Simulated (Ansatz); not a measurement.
# Pt: response to strain

Base system: Pt in the fcc (Cu type) structure (space group Fm-3m, No. 225; a = 3.895 Å; relaxed with 0.1 eV smearing).

Strains are applied to the cell and any free atomic positions relax.

The values are results of plane-wave PAW DFT at the LDA level (Ansatz, a first-principles code, 420 eV), without spin-orbit coupling, not measurements.

```tsv
isotropic strain (%)	pressure (GPa)
-2.5	28.4
-2	21.7
-0.5	4.8
0	0.0
0.5	-4.4
1.5	?
2	-15.5
2.5	-18.5
3	-21.3
```

Problem. Fit P = P₀ − Bδ + Cδ² with δ = (1 + ε)³ − 1 to the rows shown and predict the withheld row.

Solution. Least squares on the printed values gives P₀ = 0.1 GPa, B = 316 GPa, C = 946 GPa (largest residual 0.2 GPa); this predicts -12.4 GPa, and the run gives -12.1 GPa, 0.3 higher.

Whether these cells are dynamically stable was not tested. All final runs are without spin polarisation. Pt lies near a magnetic instability that expansion can trigger; it was not tested.
